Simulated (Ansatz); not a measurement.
Take CdS in the zinc blende structure (space group F-43m, No. 216; a = 5.9266 Å) as the base.

Computed with PBE, PAW, 420 eV (Ansatz, a first-principles code; no spin-orbit coupling).

Base values:

The density comes out as 4.61 g/cm³ and the hole mass is 0.13, 0.82, 0.82 mₑ (at Γ). The width of the top valence band comes out as 2.02 eV and the band gap is 1.04 eV.

It is then changed as follows: a hydrostatic pressure of 100 GPa.

### Question
What happens to the density, hole mass, width of the top valence band and band gap?

### Answer
The density increases by 3.32 g/cm³ to 7.93 g/cm³; the hole mass (degenerate bands, along [100]) changes from 0.13, 0.82, 0.82 mₑ (at Γ) to 0.20, 0.40, 0.40 mₑ (at Γ); the width of the top valence band goes up by 2.44 eV (2.02 eV → 4.46 eV); the band gap rises by 0.76 eV, from 1.04 eV to 1.80 eV.

Load acts through the strain it causes; cell and atoms are relaxed under it. Effective masses come from finite differences of ±0.01 Å⁻¹. Stability against distortions was not tested. Tetrahedral semiconductors of this kind turn to denser phases somewhere between about 1 and 50 GPa; those were not computed, so compressed cells here can lie past the real transition.
